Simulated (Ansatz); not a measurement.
A relaxation of cell and atoms of Ir (Fm-3m, 1 atom in the cell) with Ansatz (an electronic-structure program).

Level of theory: PBE (plane waves, PAW; Ansatz).

The change in words: atoms on their sites; relax: default → cell and atoms. Reference geometry:
```xyz
1
Lattice="0.0000 1.9104 1.9104 1.9104 0.0000 1.9104 1.9104 1.9104 0.0000" Properties=species:S:1:pos:R:3 pbc="T T T"
Ir     0.0000     0.0000     0.0000
```

Reference input (self-consistent single point, DFT, PBE, plane waves, default PAW files): basis.ecutwfc = 420 eV; kpoints.mp_grid.grid = 15 15 15; hamiltonian.xc = pbe; hamiltonian.pseudopotentials = {kind: paw} (the program's default PAW files); scf.occupations.method = gaussian; scf.occupations.width = 0.1 eV. This run's input differs from it in these lines:

```diff
@@ -21,2 +21,4 @@
     width: 0.1
+relax:
+  cell: {}
 output:
```

Output (repeated stretches shortened):

```
   [... SCF lines of the steps left out ...]
relax step   1: F+E_penalty+E_count = -11935.29302690 eV  Δ(F+E_penalty+E_count) = +0.000e0 eV  max|allowed force component| = 0.000e0 eV/Å  Δτ_max = 0.0000 Å  P = +14.825 GPa  Ω = 13.944 Å³  (6 SCF iters, dr2 threshold 1.00e-7 eV, accepted)
relax step   2: F+E_penalty+E_count = -11935.25829357 eV  Δ(F+E_penalty+E_count) = +3.473e-2 eV  max|allowed force component| = 0.000e0 eV/Å  Δτ_max = 0.0000 Å  P = -18.650 GPa  Ω = 15.435 Å³  energy of the carried Pulay correction = -8.121e-4 eV  [...]
   [... lines left out ...]
relax step   5: F+E_penalty+E_count = -11935.31717914 eV  Δ(F+E_penalty+E_count) = -5.391e-6 eV  max|allowed force component| = 0.000e0 eV/Å  Δτ_max = 0.0000 Å  P = +0.001 GPa  Ω = 14.494 Å³  energy of the carried Pulay correction = -3.093e-4 eV  (2 [...]
relax step   6: F+E_penalty+E_count = -11935.31742440 eV  Δ(F+E_penalty+E_count) = -2.453e-4 eV  max|allowed force component| = 0.000e0 eV/Å  Δτ_max = 0.0000 Å  P = -0.035 GPa  Ω = 14.494 Å³  stress off target by 3.47e-2 GPa  SCF on the basis [...]
basis re-selected at this cell: Δ(F+E_penalty+E_count) = -2.453e-4 eV, ΔP = -0.036 GPa vs the last step
Stability not checked: this state was not tested for a lower state beside it, because too few of the mixer's solves of this state at the end of the SCF gave a …
Free energy (F): -11935.317424 eV
Internal energy: -11935.312105 eV  (E = F + TS)
E sigma→0 (E₀):  -11935.314765 eV
Entropy (-TS):   -0.005319 eV (-5.319 meV/atom)
Fermi energy:    25.103402 eV
--- Forces (eV/Å), atoms counted from 1 ---
  atom   1  Ir    -0.00000000     0.00000000     0.00000000
   [... lines left out ...]
to start a new deck from the relaxed geometry:
  cell:  # Å, volume = 14.4942 Å³
    - [2.0461077403194008e-34, 1.9351817294649707, 1.9351817294649707]
    - [1.9351817294649707, -2.535741146605461e-34, 1.9351817294649707]
    - [1.9351817294649707, 1.9351817294649707, -5.608889995585848e-34]
  atoms:
    - { symbol: Ir, position: [0.0, 0.0, 0.0] }
```

The run converged. 

Summary of the result:
- Free energy E − TS (on the zero of these files): -11935.3174 eV
- Fermi level (on the code's own zero): 25.10 eV
- Pressure: -0.03 GPa
- Final cell: a = b = c = 2.737 Å, α = β = γ = 60.00°
- Final volume per atom: 14.49 Å³
- Relaxation steps: 6

The starting cell has typed, rounded lattice constants, without a prior relaxation at this level. Its lattice was rescaled by up to half a per cent. Spin polarisation is off. The relaxation keeps the symmetry of its start, so its end need not be a minimum. Ansatz's pressure includes its estimate of the finite-basis (Pulay) stress.

Keys are those of Ansatz 0.2.
